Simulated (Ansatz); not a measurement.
Base system: SnO2 in the rutile structure (space group P4_2/mnm, No. 136; a = 4.7599 Å, c = 3.2008 Å).

All numbers come from Ansatz (an electronic-structure program), r2SCAN, PAW, cutoff 500 eV, no spin-orbit coupling.

For the base:

The electron mass is 0.19 mₑ along c, 0.22 mₑ across (at Γ) and the band gap comes out as 1.77 eV. The volume per atom is 12.09 Å³.

Modification: cell and atoms relaxed at a pressure of 1.8 GPa.

**Question.** Estimate the effect on the electron mass, band gap and volume per atom.

**Answer.** The electron mass becomes 0.20 mₑ along c, 0.23 mₑ across (at Γ) (base: 0.19 mₑ along c, 0.22 mₑ across (at Γ)); the band gap increases by 0.09 eV (1.77 eV → 1.86 eV); the volume per atom decreases by 0.104 Å³ to 11.98 Å³.

Load acts through the strain it causes; cell and atoms are relaxed under it. Effective masses come from finite differences of ±0.01 Å⁻¹. Stability against distortions was not tested.
